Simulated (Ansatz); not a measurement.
## Effect of Hf on a Zr site, symmetric start on ZrB2

The parent structure is a 12-atom supercell of ZrB$_{2}$ (space group P6/mmm, No. 191; a = 3.1677 Å, c = 3.5503 Å) at its relaxed geometry.

Perturbation: a neutral Hf on a Zr site, symmetric start, atoms relaxed at fixed cell.

The values are results of r2SCAN, PAW, 500 eV (Ansatz, a first-principles code; spin-orbit coupling left out), not measurements. Γ-centred 11×11×11 mesh, Fermi–Dirac width 0.05 eV.

```json
[
 {"quantity": "pressure", "base": "0.0 GPa", "changed": "-2.3 GPa", "shift": "-2.3 GPa"},
 {"quantity": "energy gained by relaxation", "base": "–", "changed": "0.00 eV", "shift": "–"},
 {"quantity": "largest displacement of a host atom from its site in the perfect cell", "base": "–", "changed": "0.01 Å", "shift": "–"},
 {"quantity": "mean distance from the defect site to its nearest host atoms", "base": "255 pm", "changed": "254 pm", "shift": "-1 pm"}
]
```

Final structure:

```yaml
crystal:
  lattice:
    - [6.33540, 0.00000, 0.00000]
    - [-3.16770, 5.48662, 0.00000]
    - [3.16770, 5.48662, 3.55026]
  atoms:
    - { symbol: Hf, position: [0.00000, 0.00000, 0.00000] }
    - { symbol: Zr, position: [0.00000, 0.50000, 0.00000] }
    - { symbol: Zr, position: [0.50000, 0.00000, 0.00000] }
    - { symbol: Zr, position: [0.50000, 0.50000, 0.00000] }
    - { symbol: B, position: [0.66590, 0.83181, 0.50000] }
    - { symbol: B, position: [0.66590, 0.33410, 0.50000] }
    - { symbol: B, position: [0.16667, 0.83333, 0.50000] }
    - { symbol: B, position: [0.16819, 0.33410, 0.50000] }
    - { symbol: B, position: [0.83181, 0.66590, 0.50000] }
    - { symbol: B, position: [0.83333, 0.16667, 0.50000] }
    - { symbol: B, position: [0.33410, 0.66590, 0.50000] }
    - { symbol: B, position: [0.33410, 0.16819, 0.50000] }
```

Cost of the whole job for the changed cell (relaxation, final SCF and bands): around 4 core-minutes (rough).

In so small a cell the defect repeats every few ångströms: this is an ordered compound, not a dilute defect. The defect started on the symmetric site and kept its symmetry, so it may sit on a saddle. The final runs are not spin-polarised. The defect cell is not spin-polarised.
